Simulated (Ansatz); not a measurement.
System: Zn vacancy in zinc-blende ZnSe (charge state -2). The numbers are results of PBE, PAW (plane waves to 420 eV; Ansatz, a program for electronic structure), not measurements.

64-site cell at the relaxed PBE lattice, one k-point at (0.250, 0.250, 0.250), smearing 0.01 eV, spin-restricted, no finite-size correction. No zero-point or tunnelling terms. The charge state is imposed; whether it is stable for some Fermi level was not computed. Forms of the defect that were not tried may lie lower.

Barriers: single points on a 2×2×2 k-point mesh shifted by half a step at the bands' geometries.

The only route run: one Zn atom jumps into the vacancy from a nearby Zn site; the atom moves 3.90 Å along (0.00, 0.48, -0.48) of the unit cell; the moving atom starts with neighbours Se at 2.42, 2 Se at 2.51, Se at 2.52 Å and ends with Se at 2.42, 2 Se at 2.51, Se at 2.52 Å. Its barrier is 1.28 eV. The program found a first-order saddle point. The defect has 12 equivalent sites to jump to, 4.05 Å away. Attempt frequency: take 10 THz as a typical guess.

**Question.** Estimate the defect's diffusion coefficient at 1200 K, how far it wanders in 10 years, and how much an error of 0.1 eV in the barrier would matter.

**Answer.** kT = 0.1034 eV, so each jump happens at Γ = ν exp(−E/kT) = 1.0e13 × exp(−12.38) ≈ 4.2e+07 s⁻¹. For uncorrelated jumps in a cubic host D = z λ² Γ / 6 = 12 × (4.05e-8 cm)² × 4.2e+07 / 6 ≈ 1.4e-07 cm²/s. The root-mean-square distance is √(6Dt) ≈ 20 cm. An error of 0.1 eV changes D by a factor exp(0.1/kT) ≈ 2.6, and the distance by its square root. This is the isolated defect's own diffusivity; trapping, its concentration and zero-point motion are left out.
